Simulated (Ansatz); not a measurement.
Here is the system:

End structure of a constructed model of the (111)B surface of 3C silicon carbide, C-terminated, (√3x√3)R30° Al adatom at H3 (bottom of the slab: 3 H on 3 bottom sites):

```xyz
28
Lattice="4.6457 2.6822 0.0000 -4.6457 2.6822 0.0000 0.0000 0.0000 27.0000" Properties=species:S:1:pos:R:3 pbc="T T T"
Si    -1.5486     0.8941     9.6093
Si     1.5486     0.8941     9.6093
Si     0.0000     3.5763     9.6093
C     -3.0971     1.7881    10.2415
C      0.0000     1.7881    10.2415
C      3.0971     1.7881    10.2415
Si    -3.0994     1.7894    12.1362
Si     0.0000     1.7855    12.1362
Si     3.0994     1.7894    12.1362
C      0.0000     0.0000    12.7858
C     -1.5486     2.6822    12.7579
C      1.5486     2.6822    12.7579
Si     0.0000     0.0000    14.6970
Si    -1.5486     2.6822    14.6496
Si     1.5486     2.6822    14.6496
C     -1.5683     0.9054    15.2933
C      1.5683     0.9054    15.2933
C      0.0000     3.5535    15.2933
Si    -1.6221     0.9365    17.1975
Si     1.6221     0.9365    17.1975
Si     0.0000     3.4913    17.1975
C     -3.1577     1.8231    17.8248
C      0.0000     1.7182    17.8248
C      3.1577     1.8231    17.8248
H     -1.5514     0.8957     8.1092
H      1.5514     0.8957     8.1092
H      0.0000     3.5730     8.1092
Al     0.0000     0.0000    18.8846
```

Model: 28-atom slab, 10.7 Å thick at the start with caps and adatoms (thin: gaps and levels are the slab's own), 6x6x1 mesh, Fermi-Dirac 0.025 eV, dipole correction, 6 atoms held, the rest relaxed; start symmetry kept, larger cells not searched; no spin, no spin-orbit, no U. In PBE it is, or lies within 0.01 eV a 1x1 cell of, the lowest of the 2 structures of its composition computed so far; subsurface sites and larger cells were not tried.

### Question
What is the computed highest filled level below the top vacuum level (PBE (Ansatz, a first-principles code))?

### Answer
4.31 eV

### Question
Predict the gap of the slab on its k-mesh from PBE.

### Answer
1.50 eV
